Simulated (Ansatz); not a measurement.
# Effect of Al on a P site on GaP

Start from a 24-atom supercell of GaP in the zinc blende structure (space group F-43m, No. 216; a = 5.506 Å) at its relaxed geometry.

It is then changed as follows: one P atom is replaced by Al, atoms relaxed at fixed cell, starting from a slightly rattled geometry.

Computed with PBE in Ansatz (plane waves to 420 eV, PAW, no SOC). Settings: 4×3×4 k-points, 0.01 eV Fermi–Dirac smearing.

The gap of the supercell becomes zero (base: 1.58 eV) and the total moment of the cell amounts to 0.0 μB. The largest displacement of a host atom from its site in the perfect cell amounts to 0.11 Å and the mean distance from the defect site to its nearest host atoms grows by 0.094 Å to 2.48 Å.

Final structure:

```xyz
24
Lattice="0.0000 5.5060 5.5060 5.5060 -5.5060 5.5060 5.5060 5.5060 0.0000" Properties=species:S:1:pos:R:3 pbc="T T T"
Al     4.0882     4.1678     4.0878
P      6.8780     6.8834     4.1278
P      6.9155     4.1243     6.9202
P      4.1307     1.3401     6.9179
P      9.6671     4.0943     9.6697
P      6.8506     1.4036     9.6241
P      4.1221     1.3787     1.3737
P      1.3707    -1.3719     1.3754
P      6.9157     1.3396     4.1349
P      4.0981    -1.3503     4.1007
P      9.6217     1.4068     6.8517
P      6.8469    -1.3677     6.8511
Ga    -0.0045     0.0117    -0.0004
Ga     2.7368     2.7535    -0.0015
Ga     2.7368     0.0142     2.7396
Ga     5.5705     2.6848     2.7363
Ga     5.4779    -0.0042     5.4817
Ga     8.2579     2.7770     5.4834
Ga    -0.0028     2.7507     2.7434
Ga     2.6813     5.5718     2.6804
Ga     2.7358     2.6905     5.5716
Ga     5.5669     5.5171     5.5719
Ga     5.4802     2.7731     8.2624
Ga     8.3069     5.4556     8.3088
```

Cost of the whole job for the changed cell (relaxation, final SCF and bands): around 40 core-minutes (rough).

Other magnetic orders, which the real material may have, were not ruled out. The cell is small, so the values are those of an ordered compound at a high defect concentration; dilute-limit values will differ. A case with no gap was solved on a k-mesh chosen for an insulator, which is coarse for it. Starting moments died away, wholly or in part, for Al on a P site; another magnetic solution may exist. The defect cell is spin-polarised and ends with 0.0 μB.

Ansatz is a program for electronic structure.
